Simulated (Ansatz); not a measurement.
# Rb (model structure, from the diamond type, Fd-3m, No. 227): bulk modulus B0 by level of theory

No measured value is used here.

| level (code) | value (GPa) | cell (Å³/atom) |
|---|---|---|
| LDA (Ansatz) | … | 119.56 |
| PBEsol (Ansatz) | 1.1 | 130.91 |
| r²SCAN (Ansatz) | 0.7 | 140.65 |

Problem. Fill in the missing entries.

Solution. 
- LDA (Ansatz, a quantum-chemistry and plane-wave program), value (GPa): 1.3

LDA, PBEsol, r²SCAN: the bulk modulus is −V dP/dV from two relaxed cells at ±2 % in volume. Each level is taken at its own relaxed cell. Cutoffs differ between the levels. Ansatz's density-functional and Hartree–Fock values are scalar-relativistic unless marked +SOC, with PAW data made under PBE.

A model structure was made by putting elements into a prototype or built by hand; it is no filed structure, need not be a known phase, and can be a saddle point held by its symmetry.
